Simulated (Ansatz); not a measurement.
# Point defect Al vacancy + O on the N site (V_Al+O_N) in wurtzite AlN

These are PBE, PAW (plane waves to 420 eV; Ansatz, a first-principles code) values and carry that method's errors. Cell: 96 sites, 3×2×2; final energies on a 2×2×2 shifted mesh. Sites at the start: the Al site; N 1.91 Å away, along c. Charged cells carry a point-charge image correction with potential alignment at far atoms. Dielectric constants: PBE linear response of the host. Host gap at this level: 4.03 eV. A cell of this size leaves errors of a few tenths of an eV. PBE underestimates the host's gap, which shifts levels and can delocalise carriers. Spin–orbit coupling is left out. Each state is the lowest found from its start.

Formation energies E_f are given with the Fermi level at the valence-band maximum. Chemical conditions: Al-rich (Δμ(Al) = 0.00 eV, Δμ(N) = -2.74 eV, Δμ(O) = -4.96 eV, bounded by corundum; only phases computed here count, gases as isolated molecules at 0 K); N-rich (Δμ(Al) = -2.74 eV, Δμ(N) = 0.00 eV, Δμ(O) = -3.14 eV, bounded by corundum; only phases computed here count, gases as isolated molecules at 0 K). Reference phases: Al: fcc Al, N: N2 molecule in a box, O: O2 molecule in a box.

| charge | moment (μB) | largest move off a lattice site (Å) | image correction with alignment (eV) | E_f, Al-rich (eV) | E_f, N-rich (eV) | above the lowest spin state (eV) |
|---|---|---|---|---|---|---|
| +1† | 3.0 | 0.27 | 0.02 | – | – | 0.00 |
| +1† | 3.0 | 0.27 | 0.02 | – | – | 0.00 |
| 0 | 2.0 | 0.25 | 0.01 | 6.59 | 4.77 | 0.00 |
| 0 | not spin-polarised | 0.25 | 0.00 | 6.98 | 5.15 | 0.38 |
| −1 | 1.0 | 0.25 | 0.46 | 7.73 | 5.90 | 0.00 |
| −1 | 1.0 | 0.25 | 0.46 | 7.73 | 5.90 | 0.00 |
| −2 | 0.0 | 0.26 | 1.39 | 9.69 | 7.86 | 0.00 |
| −2 | not spin-polarised | 0.26 | 1.39 | 9.69 | 7.86 | 0.00 |

† Not settled in this cell, so no level is given: charge +1: level within 0.1 eV of a band edge or past it.

Starting moments that weren't kept: charge +1 began with 1 μB and ended with 3.0; charge −1 began with 3 μB and ended with 1.0; charge −2 began with 2 μB and ended with 0.0.

Transition levels above the valence-band maximum: ε(0/−1) = 1.13 eV; ε(−1/−2) = 1.96 eV. On the lower envelope of the bound states, inside the gap: (0/−1) at 1.13 eV; (−1/−2) at 1.96 eV.

Flagged in the runs: a host whose relaxation on this sampling wasn't shown to rest, a strain field that reaches the edge of the cell.

All states together cost very roughly 4 core-hours.
